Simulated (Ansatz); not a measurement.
# GaSb, pressure series

The reference is GaSb in the zinc blende structure (space group F-43m, No. 216; a = 6.1335 Å).

Cell and atoms are relaxed at each pressure.

Level of theory: DFT with r2SCAN, PAW potentials and a 500 eV plane-wave cutoff in Ansatz (a first-principles code), spin-orbit coupling left out, earlier PAW set.

Candidates:
(a) pressure −1 GPa
(b) pressure −2 GPa
(c) pressure 5 GPa

Before the change:

The band gap is 0.41 eV.

Q: Order them by band gap, highest first.

A: (c) pressure 5 GPa (0.87 eV), (a) pressure −1 GPa (0.26 eV), (b) pressure −2 GPa (0.10 eV)

Spin-orbit coupling, missing from the scalar runs, can matter with Sb. Load acts through the strain it causes; cell and atoms are relaxed under it. No phonon test of stability was made. Tetrahedral semiconductors of this kind turn to denser phases somewhere between about 1 and 50 GPa; those were not computed, so compressed cells here can lie past the real transition. The zero or small gap of GaSb under pressure −1 GPa and GaSb under pressure −2 GPa can change with the level of theory.
